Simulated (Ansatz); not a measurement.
```xyz
2
Lattice="0.0000 3.3044 3.3044 3.3044 0.0000 3.3044 3.3044 3.3044 0.0000" Properties=species:S:1:pos:R:3 pbc="T T T"
K      0.0000     0.0000     0.0000
Br     3.3044     3.3044     3.3044
```

What linear thermal expansion coefficient does quasi-harmonic lattice dynamics on r2SCAN density-functional theory in Ansatz (plane waves, PAW) give at 250 K, and what isobaric heat capacity per mole of formula units and Grüneisen parameter?

α = 44.0 × 10⁻⁶ K⁻¹; C_P = 51.4 J/(mol K); γ = 1.61. No phase change or melting is allowed for: the numbers belong to this structure as given.

The PAW data sets were generated under PBE and serve the other functionals too.

Ansatz is a first-principles code.
